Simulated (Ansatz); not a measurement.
The reference is ZnSe in the zinc blende structure (space group F-43m, No. 216; a = 5.733 Å). Axes: x, y, z lie along the cube axes.

The values are results of PBE/PAW in Ansatz (a first-principles code), no spin-orbit coupling, not measurements.

One thing is altered: the cell is scaled by 0.9800 in all directions, atoms relaxed at fixed cell.

Task: Predict the stress tensor and what it implies for the stiffness.

Result: Stress of the strained cell less that of the base (GPa, compression positive):
```
   3.94    0.00    0.00
   0.00    3.94    0.00
   0.00    0.00    3.94
```

Then B = −ΔP/(ΔV/V₀) with ΔV/V₀ = -0.0588 gives secant stiffness values (nonlinear terms included at this strain): B ≈ 67 GPa.

As a check, the harmonic strain energy −½ V₀ Δσ:ε is 17 meV/atom; the computed energy rise is 16 meV/atom.

No phonon test of stability was made.
